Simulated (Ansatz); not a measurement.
Consider a 9-atom supercell of WSi2 (space group I4/mmm, No. 139; a = 3.2123 Å, c = 7.8058 Å) at its relaxed geometry.

All numbers come from Kohn–Sham DFT with the r2SCAN functional, run in Ansatz (a quantum-chemistry and plane-wave program) with PAW and 500 eV plane waves, no SOC, earlier PAW set.

Base values:

| Item | Value |
|---|---|
| Pressure | 0.0 GPa |

Now apply this change: a neutral Si on a W site (antisite), atoms relaxed at fixed cell, starting from a slightly rattled geometry.

Tabulated Pauling electronegativity and covalent radius: W 2.36, 1.62 Å; Si 1.90, 1.11 Å.

Problem. How does this affect the pressure and largest displacement of a host atom from its site in the perfect cell?

Solution. The pressure goes from zero to 2.7 GPa; the largest displacement of a host atom from its site in the perfect cell amounts to 0.63 Å.

In so small a cell the defect repeats every few ångströms: this is an ordered compound, not a dilute defect. All final runs are without spin polarisation. The defect cell is not spin-polarised.
